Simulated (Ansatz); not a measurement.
Start from TlCl in the NiAs type structure (space group P6_3/mmc, No. 194; a = 4.501 Å, c = 7.920 Å; a hypothetical phase, not in the database extracts checked). Axes: x lies along a and z along c of the hexagonal cell.

(Cell as relaxed with PBE.)

Levels (all Ansatz, a program for electronic structure, PAW): PBE (420 eV, without spin-orbit coupling); PBEsol (420 eV, no SOC).

Each level relaxes its own structure.

| base | PBE | PBEsol |
|---|---|---|
| volume per atom | 34.74 Å³ | 31.60 Å³ |
| lattice parameter a | 4.501 Å | 4.347 Å |
| band gap | 2.20 eV | 1.77 eV |

Perturbation: biaxial strain −4.63 %, plane normal [001], relaxed out of plane (Cartesian); in-plane vectors clamped, the third vector and the atoms free.

| quantity | PBE | PBEsol |
|---|---|---|
| volume per atom | 32.98 Å³ | (withheld) |
| shift of the gap caused by the change | -0.06 eV | (withheld) |
| hole mass | 0.26 mₑ out of plane, 0.72 mₑ in plane (at Γ) | (withheld) |
| band gap | 2.15 eV | (withheld) |

### Question
Predict the PBEsol column.

### Answer

- volume per atom, PBEsol: 30.21 Å³
- shift of the gap caused by the change, PBEsol: -0.11 eV
- hole mass, PBEsol: 0.20 mₑ out of plane, 0.67 mₑ in plane (at Γ)
- band gap, PBEsol: 1.66 eV

PBE's volume per atom lies 2.77 Å³ above PBEsol's (9.2 %); PBE's shift of the gap caused by the change lies 0.059 eV above PBEsol's; PBE's band gap lies 0.49 eV above PBEsol's. Neither level is exact; PBEsol is the comparison here, not a measurement.

With Tl present, leaving out spin-orbit coupling can change the band edges. Masses are band curvatures over ±0.01 Å⁻¹ around the edge. Whether these cells are dynamically stable was not tested.
